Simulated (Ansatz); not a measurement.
This concerns the energy change on adding K to slab B from K (bcc). Reaction: cell B + K (bcc) → cell A. Negative: the products are lower in energy.

Cell A: a layer of C (graphite, P6₃/mmc), 8 atoms, hexagonal cell of 4.27 Å (15.8 Å²), symmetry P6/mmm within 0.02 Å, 5.7 Å thick under 15 Å of vacuum, in-plane vectors held at the crystal's; planes from bottom to top: K | C6 | K; added, foreign or displaced atoms, above the top plane and below the bottom plane: two times K bound to 6 C at 3.17 Å; against B it holds K more, on a cell with six atoms a plane; spin state with PBE: run without spin, k-point mesh 13×13×1.
```
CELL_PARAMETERS angstrom
      4.26949     0.00000     0.00000
     -2.13474     3.69749     0.00000
      0.00000     0.00000    20.59289
ATOMIC_POSITIONS crystal
  C  0.33329 0.33329 0.50000
  C  0.33329 0.00000 0.50000
  C  0.66671 0.00000 0.50000
  C  0.66671 0.66671 0.50000
  C  0.00000 0.66671 0.50000
  C  0.00000 0.33329 0.50000
  K  0.00000 0.00000 0.63760
  K  0.00000 0.00000 0.36240
```

Cell B: a layer of C (graphite, P6₃/mmc), 7 atoms, hexagonal cell of 4.27 Å (15.8 Å²), symmetry P6mm within 0.02 Å, 2.9 Å thick under 15 Å of vacuum, in-plane vectors held at the crystal's; planes from bottom to top: C6 | K, its two faces unlike (dipole correction applied); added, foreign or displaced atoms, above the top plane: K bound to 6 C at 3.24 Å; spin state with PBE: run without spin, k-point mesh 13×13×1.
```xyz
7
Lattice="4.2695 0.0000 0.0000 -2.1347 3.6975 0.0000 0.0000 0.0000 18.2964" Properties=species:S:1:pos:R:3 pbc="T T T"
C      0.7115     1.2323     7.9123
C      1.4230     0.0000     7.9123
C      2.8465     0.0000     7.9123
C      1.4233     2.4652     7.9123
C     -1.4233     2.4652     7.9123
C     -0.7115     1.2323     7.9123
K      0.0000     0.0000    10.8225
```

Reference: K (bcc, Im-3m), 1 atom in the cell, k-point mesh 16×16×16 on the run's own vectors. Conventional cell: a = b = c = 5.1737 Å, α = β = γ = 90.00°.

All numbers come from Ansatz (a first-principles code), plane waves with PAW, its default PAW set, cutoff 420 eV, 500 eV for r2SCAN. The structures are at rest with PBE+D3(BJ), within the held lattices; other levels are single points on them. Neutral cells; Fermi-Dirac smearing of at most 0.10 eV in the solids, energies taken to zero width. The lattices are those relaxed with PBE+D3(BJ), so at other levels the solids can be strained, which adds to the spread. A dispersion term (D3(BJ), or D4 for r2SCAN) was computed beside these levels and is taken off wherever the name lacks it. No zero-point or thermal terms. Cells are local rest points, mostly with their start's symmetry. No correction for cell size. Cell A has symmetry P6/mmm within 0.02 Å and got no random move, so less symmetric positions, which may lie lower, weren't tried. Cell B has symmetry P6mm within 0.02 Å and got no random move, so less symmetric positions, which may lie lower, weren't tried.

Levels: PBE, PBE+D3(BJ), LDA, PBEsol, r2SCAN, r2SCAN+D4.

Q: At which levels does the right-hand side lie lower?

A: uphill: PBE (0.14); too close to call: PBE+D3(BJ) (-0.03), PBEsol (0.03), r2SCAN (0.01), r2SCAN+D4 (-0.03); downhill: LDA (-0.14) (values in eV; within 0.05 eV of zero counts as too close to call). The levels shown span 0.28 eV, from LDA (-0.14) to PBE (0.14). They disagree on the sign.
